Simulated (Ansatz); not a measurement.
**ZnSe (model structure, started from the BN type, Pm-3n, No. 223, 12 atoms in the cell)**

Level of theory: r²SCAN+rVV10 (plane waves, PAW; Ansatz, an electronic-structure program).

Settings: plane-wave cutoff 560 eV, 6×6×6 k mesh, Fermi–Dirac smearing 0.01 eV, scalar-relativistic PAW data made under PBE.

Cell (relaxed at this level):

```
ZnSe
1.0
    6.95511     0.00000     0.00000
    0.00000     6.95511     0.00000
    0.00000     0.00000     6.95511
Zn Se
6 6
Cartesian
  1.73878   0.00000   3.47756
  3.47756   1.73878   0.00000
  3.47756   5.21633   0.00000
  5.21633   0.00000   3.47756
  0.00000   3.47756   5.21633
  0.00000   3.47756   1.73878
  1.73878   3.47756   0.00000
  0.00000   1.73878   3.47756
  0.00000   5.21633   3.47756
  5.21633   3.47756   0.00000
  3.47756   0.00000   5.21633
  3.47756   0.00000   1.73878
```

```
Property             Value
--------  ----------------
band gap  1.75 eV (direct)
```

Note: the relaxation could raise the start's symmetry but not lower it, so the cell can be a saddle point.

Spin–orbit coupling is not included.

A model structure was made by putting elements into a prototype or built by hand; it is no filed structure, need not be a known phase, and can be a saddle point held by its symmetry.
